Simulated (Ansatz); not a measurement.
The parent structure is Mo in the bcc (W type) structure (space group Im-3m, No. 229; relaxed with 0.1 eV smearing).

```
CELL_PARAMETERS angstrom
     -1.57562     1.57562     1.57562
      1.57562    -1.57562     1.57562
      1.57562     1.57562    -1.57562
ATOMIC_POSITIONS crystal
  Mo 0.00000 0.00000 0.00000
```

Cartesian axes are those of the cell as printed.

Computed with plane-wave PAW DFT at the r2SCAN level (Ansatz, a first-principles code, 500 eV), spin-orbit coupling left out, earlier PAW set.

Strains are applied to the cell and any free atomic positions relax.

One change was made to it. Results:

| quantity | base | after |
|---|---|---|
| shortest interatomic distance | 2.729 Å | 2.680 Å |
| energy relative to the base (free energy F) | 0 meV/atom | +15 meV/atom |

Question: What was done to the base?
A. isotropic strain +3.71 %
B. tensor shear ε_xy = −2.69 %
C. isotropic strain −2.32 %

Answer: B, tensor shear ε_xy = −2.69 %. For comparison, the energy relative to the base in the other runs: isotropic strain −2.32 % gives +69 meV/atom; isotropic strain +3.71 % gives +147 meV/atom.

Whether these cells are dynamically stable was not tested. The final runs are not spin-polarised.
